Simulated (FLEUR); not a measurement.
Band structure of Yb (Fm-3m, 1 atom in the cell).

```
CELL_PARAMETERS angstrom
      0.00000     2.75187     2.75187
      2.75187     0.00000     2.75187
      2.75187     2.75187     0.00000
ATOMIC_POSITIONS crystal
  Yb 0.00000 0.00000 0.00000
```

Method of the run: PBE, all-electron FLAPW (FLEUR), scalar-relativistic valence run with FLEUR.

Settings: Kmax = 3.8 1/bohr; GmaxXC = 15.2 1/bohr; xcFunctional = pbe; jspins = 1; l_soc = F; mode = hist; fermiSmearingEnergy = 0.00367493 Htr; mesh (inpgen div1-3) = 7 7 7; inpgen gamma flag = false; Gmax = 15.2 1/bohr; numbands = 0; maxIterBroyd = 25; imix = Anderson; alpha = 0.05.

The starting cell comes from a database of computed structures (which also holds hypothetical and non-ambient phases and stackings), without a prior relaxation at this level. Its lattice was rescaled by a random factor within 2.5 % of one. Spin-orbit coupling is off. Spin polarisation is off. Values depend on the basis (sphere radii, cutoffs, local orbitals), which need not be converged.

Levels in eV from the Fermi level, bands 9 to 16:
| point | 9 | 10 | 11 | 12 | 13 | 14 | 15 | 16 |
|---|---|---|---|---|---|---|---|---|
| Γ | -0.55 | -0.48 | -0.48 | -0.48 | 2.71 | 2.71 | 2.71 | 4.54 |
| X | -0.55 | -0.50 | -0.50 | -0.50 | 0.29 | 1.25 | 5.87 | 6.23 |
| W | -0.53 | -0.53 | -0.50 | 0.04 | 0.69 | 0.69 | 2.34 | 6.09 |
| K | -0.54 | -0.50 | -0.49 | -0.17 | 0.12 | 0.96 | 4.10 | 4.22 |
| L | -0.55 | -0.49 | -0.49 | -0.47 | 0.08 | 2.52 | 2.52 | 5.86 |
| U | -0.54 | -0.50 | -0.49 | -0.17 | 0.12 | 0.96 | 4.10 | 4.22 |
